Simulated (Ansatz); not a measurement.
Consider Mg$_{2}$Ge in the anti-fluorite structure (space group Fm-3m, No. 225; a = 6.364 Å).

Method: Ansatz (a program for electronic structure) PBEsol, no SOC.

Before the change:

The band gap is 0.08 eV and the shortest interatomic distance is 2.756 Å.

Now apply this change: full substitution Ge → Zn; the structure is relaxed again.

### Question
How does this affect the band gap?

### Answer
The band gap changes from 0.08 eV to zero.

### Question
Predict the new shortest interatomic distance.

### Answer
The shortest interatomic distance grows by 0.012 Å (2.756 Å → 2.768 Å).

No phonon test of stability was made. As relaxed here, Mg2Zn is a hypothetical phase, not in the database extracts checked. The zero or small gap of Mg2Ge can change with the level of theory.
